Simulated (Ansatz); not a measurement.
**BaSi2 (P-3m1, No. 164, 3 atoms in the cell; start mp-7655; a measured phase of this formula has another space group)**

Method: PBEsol in Ansatz (PAW).

Run with plane-wave cutoff 500 eV, 12×12×8 k mesh (along the axes of the cell as run), Fermi–Dirac smearing 0.05 eV, scalar-relativistic PAW data made under PBE.

Cell (relaxed at this level):

```
BaSi2
1.0
    4.03510     0.00000     0.00000
   -2.01755     3.49450     0.00000
    0.00000     0.00000     5.20075
Ba Si
1 2
Cartesian
  0.00000   0.00000   0.00000
  2.01755   1.16483   2.90867
  0.00000   2.32967   2.29208
```

For BaSi2 (P-3m1, No. 164, 3 atoms in the cell; start mp-7655; a measured phase of this formula has another space group), the band gap is none.

Note: the relaxation could not lower the start's symmetry, so the cell can be a saddle point above a distorted one.

Spin–orbit coupling is not included.

Computed values are for the static lattice.

A start named mp-… is a Materials Project structure, which need not be a measured phase.

Ansatz is a first-principles code.
